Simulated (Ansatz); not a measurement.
**BP: response to strain**

Base system: BP in the zinc blende structure (space group F-43m, No. 216; a = 4.520 Å). Axes: x, y, z lie along the cube axes.

Strains are applied to the cell and any free atomic positions relax; under biaxial strain the out-of-plane vector relaxes too.

The values are results of Ansatz (an electronic-structure program) PBEsol, no spin-orbit coupling, not measurements.

```csv
"biaxial strain, plane normal [001], relaxed out of plane (%)",out-of-plane strain (%)
-3,1.40
-2.5,?
-2,0.93
-1.5,0.70
-1,0.47
-0.5,0.23
0,0.00
```

Question: Fit ε⊥ = −νε + γε² (strains in %) to the rows shown and predict the withheld row.

Answer: Least squares on the printed values gives ν = 0.47 (the biaxial Poisson response) and γ = 0.000 (largest residual 0.00 %); this predicts 1.17 %, and the run gives 1.17 %, in agreement.

Whether these cells are dynamically stable was not tested.
